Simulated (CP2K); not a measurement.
A self-consistent single point of the (110) slab of NiAl (cut from a parent of space group no. 221; 6 atoms in the cell) with CP2K.

Method of the run: CP2K 2026.2 with LDA (Pade form), GPW, DZVP-MOLOPT-SR-GTH basis, GTH-PADE potentials (GTH_POTENTIALS).

The change in words: vacuum of 20 angstrom (first run: 14 Å); SURFACE_DIPOLE_CORRECTION: default → T. Reference geometry:
```xyz
6
Lattice="2.8813 0.0000 0.0000 0.0000 4.0748 0.0000 0.0000 0.0000 18.0749" Properties=species:S:1:pos:R:3 pbc="T T T"
Al     1.4407     1.0187     7.0000
Ni     0.0000     3.0561     7.0000
Al     1.4407     3.0561     9.0374
Ni     0.0000     1.0187     9.0374
Al     1.4407     1.0187    11.0749
Ni     0.0000     3.0561    11.0749
```

Reference input (self-consistent single point, DFT LDA (Pade form), GPW, DZVP-MOLOPT-SR-GTH basis, GTH-PADE potentials (GTH_POTENTIALS)): CUTOFF = 600 Ry; REL_CUTOFF = 50 Ry; SMEAR/METHOD = FERMI_DIRAC; ELECTRONIC_TEMPERATURE = 1160.45 K; KPOINTS/SCHEME = MONKHORST-PACK 5 4 1; GAMMA_CENTERED = T; XC_FUNCTIONAL = PADE; Al/BASIS_SET = DZVP-MOLOPT-SR-GTH; Al/POTENTIAL = GTH-PADE-q3; Ni/BASIS_SET = DZVP-MOLOPT-SR-GTH; Ni/POTENTIAL = GTH-PADE-q18; METHOD = GPW. This run's input differs from it in these lines:

```diff
@@ -11,2 +11,4 @@
     POTENTIAL_FILE_NAME GTH_POTENTIALS
+    SURFACE_DIPOLE_CORRECTION T
+    SURF_DIP_DIR Z
     &QS
@@ -63,3 +65,3 @@
     &CELL
-      ABC 2.88133000 4.07481600 18.07491400
+      ABC 2.88133000 4.07481600 24.07491700
       ALPHA_BETA_GAMMA 90.00000000 90.00000000 90.00000000
@@ -69,8 +71,8 @@
       SCALED
-      Al       0.50000000     0.25000000     0.38727700
-      Ni       0.00000000     0.75000000     0.38727700
-      Al       0.50000000     0.75000000     0.49999700
-      Ni       0.00000000     0.25000000     0.49999700
-      Al       0.50000000     0.25000000     0.61272300
-      Ni       0.00000000     0.75000000     0.61272300
+      Al       0.50000000     0.25000000     0.41537000
+      Ni       0.00000000     0.75000000     0.41537000
+      Al       0.50000000     0.75000000     0.49999800
+      Ni       0.00000000     0.25000000     0.49999800
+      Al       0.50000000     0.25000000     0.58463000
+      Ni       0.00000000     0.75000000     0.58463000
     &END COORD
```

Output (repeated stretches shortened):

```
 SCF WAVEFUNCTION OPTIMIZATION

  Step     Update method      Time    Convergence         Total energy    Change
     1 NoMix/Diag. 0.20E+00      -     1.65497308      -515.1661578897 -5.15E+02
     2 Broy./Diag. 0.20E+00      -     0.22166245      -500.5631325903  1.46E+01
     3 Broy./Diag. 0.20E+00      -     0.08079063      -519.3589539012 -1.88E+01
     4 Broy./Diag. 0.20E+00      -     0.09953530      -514.6202161286  4.74E+00
     5 Broy./Diag. 0.20E+00      -     0.08118736      -515.3908285672 -7.71E-01
     6 Broy./Diag. 0.20E+00      -     0.06697816      -515.5317388071 -1.41E-01
   [... 90 lines left out ...]
    97 Broy./Diag. 0.20E+00      -     0.00368580      -514.0152817810  1.24E-03
    98 Broy./Diag. 0.20E+00      -     0.00125340      -514.0162242588 -9.42E-04
    99 Broy./Diag. 0.20E+00      -     0.00072044      -514.0164269789 -2.03E-04
   100 Broy./Diag. 0.20E+00      -     0.00422002      -514.0159472928  4.80E-04
  Leaving inner SCF loop after reaching   100 steps.

  Total dipole moment perpendicular to
  the slab [electrons-Angstroem]:              -0.0056680968

  Overlap energy of the core charge distribution:               0.00000000000003
  Self energy of the core charge distribution:               -800.34322351846015
   [... lines left out ...]
  Fermi energy:                                                -0.03830657276726
  Total energy:                                              -514.01594729282488
   [... lines left out ...]
 *  /   \                                                                      *
 * [ABORT]                                                                     *
 *  \___/     SCF run NOT converged. To continue the calculation regardless,   *
 *    |             please set the keyword IGNORE_CONVERGENCE_FAILURE.         *
 *  O/|                                                                        *
 * /| |                                                                        *
 * / \                                                            qs_scf.F:702 *
 *******************************************************************************

 ===== Routine Calling Stack =====

            4 scf_env_do_scf
            3 qs_energies
            2 qs_forces
            1 CP2K
Abort(1) on node 0 (rank 0 in comm 0): application called MPI_Abort(MPI_COMM_WORLD, 1) - process 0
```

The run ended unconverged after 100 iterations. 

The starting cell has typed, rounded lattice constants, without a prior relaxation at this level. The slab is cut from that crystal, and its faces are unrelaxed. Its lattice was rescaled by up to half a per cent. Values carry the incompleteness of an atom-centred basis.

Cost on one core of a shared machine: roughly 4 min.
